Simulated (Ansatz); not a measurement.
The parent structure is NbN in the rock salt structure (space group Fm-3m, No. 225; a = 4.4213 Å).

The other end (x = 1) is VN in the rock salt structure (space group Fm-3m, No. 225): 8.72 Å³/atom, gap zero.

The values are results of Ansatz (a program for electronic structure) PBE, no spin-orbit coupling, not measurements.

V replaces a fraction x of Nb; each row is one arrangement (x, atoms in the cell, starting space group or random), fully relaxed.

One change was made to it. Results:

```csv
quantity,base,after
mean first-shell distances,–,"Nb–N 2.182 Å (end compound 2.211 Å), V–N 2.112 Å (end compound 2.058 Å)"
mixing energy (to 0.01 eV only: unlike meshes or grids),–,+0.02 eV/atom
volume per atom,10.80 Å³,9.82 Å³
```

Problem. What was done to the base?
A) x(V) = 0.667, 6 atoms, I4/mmm
B) x(V) = 0.75, 8 atoms, Pm-3m
C) x(V) = 0.5, 8 atoms, Pmmn

Solution. C, x(V) = 0.5, 8 atoms, Pmmn. For comparison, the mean first-shell distances in the other runs: x(V) = 0.75, 8 atoms, Pm-3m gives Nb–N 2.107 Å (end compound 2.211 Å), V–N 2.107 Å (end compound 2.058 Å); x(V) = 0.667, 6 atoms, I4/mmm gives Nb–N 2.133 Å (end compound 2.211 Å), V–N 2.117 Å (end compound 2.058 Å).

These are small ordered cells, not random alloys; other orderings at the same x differ. Whether these cells are dynamically stable was not tested. Seeded moments were not kept for x(V) = 0.5, 8 atoms, Pmmn, Nb → V, x(V) = 0.75, 8 atoms, Pm-3m and x(V) = 0.667, 6 atoms, I4/mmm. All final runs are without spin polarisation.
